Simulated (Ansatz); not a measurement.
Take BeTe in the rock salt structure (space group Fm-3m, No. 225; a = 5.3606 Å; a hypothetical phase, not in the database extracts checked) as the base.

Structures relaxed with PBE, PAW, 420 eV (Ansatz, a quantum-chemistry and plane-wave program; spin-orbit coupling left out), earlier PAW set.

Base:

Simulated powder pattern, Cu Kα1, λ = 1.54056 Å (kinematic, ideal powder, no thermal factors, no anomalous dispersion; the 14 strongest lines at most, above 2 %, up to 2θ = 90°):

```csv
2θ (°),I/Imax (%),hkl
28.82,100,(111)
33.40,62,(200)
47.96,44,(220)
56.92,44,(311)
59.70,15,(222)
70.17,7.0,(400)
77.56,18,(331)
79.97,20,(420)
89.49,15,(422)
```

Modification: a negative pressure, −2 GPa.

Problem. Predict the new powder pattern.

Solution. 
Simulated powder pattern, Cu Kα1, λ = 1.54056 Å (kinematic, ideal powder, no thermal factors, no anomalous dispersion; the 14 strongest lines at most, above 2 %, up to 2θ = 90°):

| 2θ (°) | d (Å) | I/Imax (%) | hkl |
|---|---|---|---|
| 28.51 | 3.128 | 100 | (111) |
| 33.04 | 2.709 | 63 | (200) |
| 47.42 | 1.916 | 45 | (220) |
| 56.27 | 1.634 | 44 | (311) |
| 59.01 | 1.564 | 15 | (222) |
| 69.32 | 1.354 | 7.1 | (400) |
| 76.59 | 1.243 | 18 | (331) |
| 78.96 | 1.211 | 20 | (420) |
| 88.29 | 1.106 | 15 | (422) |

The indices refer to the base's conventional cell; one index is shown for lines that coincide.

Load acts through the strain it causes; cell and atoms are relaxed under it. Stability against distortions was not tested. All final runs are without spin polarisation.
